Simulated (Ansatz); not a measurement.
# Si (model structure, P6₄22, No. 181, 3 atoms in the cell)

Computed with r²SCAN in Ansatz (PAW).

Settings: plane-wave cutoff 560 eV, 18×18×14 k mesh (along the axes of the cell as run), Fermi–Dirac smearing 0.05 eV, scalar-relativistic PAW data made under PBE.

Cell (relaxed at this level):

```cif
data_Si3
_chemical_formula_sum 'Si3'
_space_group_name_H-M_alt 'P 1'
_space_group_IT_number 1
_cell_length_a 3.89038
_cell_length_b 3.89038
_cell_length_c 4.12088
_cell_angle_alpha 90.000
_cell_angle_beta 90.000
_cell_angle_gamma 120.000
loop_
_space_group_symop_operation_xyz
  'x, y, z'
loop_
_atom_site_label
_atom_site_type_symbol
_atom_site_fract_x
_atom_site_fract_y
_atom_site_fract_z
_atom_site_occupancy
Si1 Si 0.50000 0.00000 0.33333 1
Si2 Si 0.00000 0.50000 0.66667 1
Si3 Si 0.50000 0.50000 0.00000 1
```

For Si (model structure, P6₄22, No. 181, 3 atoms in the cell), the band gap is none and the bulk modulus comes out as 104 GPa.

Note: the bulk modulus is −V dP/dV from two relaxed cells at ±2 % in volume; the relaxation could raise the start's symmetry but not lower it, so the cell can be a saddle point.

The computed numbers hold no vibrational or temperature effects.

A model structure was made by putting elements into a prototype or built by hand; it is no filed structure, need not be a known phase, and can be a saddle point held by its symmetry.

Ansatz is a program for electronic structure.
